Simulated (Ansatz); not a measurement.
Base system: Ir in the fcc (Cu type) structure (space group Fm-3m, No. 225; a = 3.812 Å; relaxed with 0.1 eV smearing). Axes: x, y, z lie along the cube axes.

Method: Ansatz (a first-principles code) LDA, no spin-orbit coupling.

Before the change:

| Quantity | Value |
|---|---|
| Pressure | 0.0 GPa |
| Shortest interatomic distance | 2.695 Å |

Now apply this change: a pure shear with ε_xy = ε_yx = 0.0114, atoms relaxed at fixed cell.

Problem. Estimate the effect on the energy relative to the base, pressure and shortest interatomic distance.

Solution. The energy rises by 6.5 meV/atom; the pressure (mean of the normal stresses, compression positive) goes from zero to 0.3 GPa; the shortest interatomic distance decreases by 0.0307 Å, from 2.695 Å to 2.665 Å.

The cells carry an imposed strain or load. Stability against distortions was not tested. All final runs are without spin polarisation.
